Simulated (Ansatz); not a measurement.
The reference is KCl in the rock salt structure (space group Fm-3m, No. 225; a = 6.2427 Å). Axes: x, y, z lie along the cube axes.

Level of theory: Ansatz (an electronic-structure program) PBEsol, spin-orbit coupling left out.

Base values:

- Valley order = Γ 5.10 eV; X along ⟨100⟩ 6.37 eV

Perturbation: compressive biaxial strain of 1.67 % in the plane normal to [111], as in epitaxy on a mismatched substrate; the out-of-plane cell vector and the atoms relax.

Problem. What does the calculation give for the energy relative to the base, valley order and in-plane stress after the change?

Solution. The energy rises by 1.5 meV/atom; the valley order (the lowest conduction-band minima on the path, energy above the VBM, named in the base's zone) changes from Γ 5.10 eV; X along ⟨100⟩ 6.37 eV to Γ 5.13 eV; X along [010] 6.32 eV; the mean in-plane stress (compression positive) is +0.5 GPa.

The levels and masses belong to the bands next to the band gap. Stability against distortions was not tested.
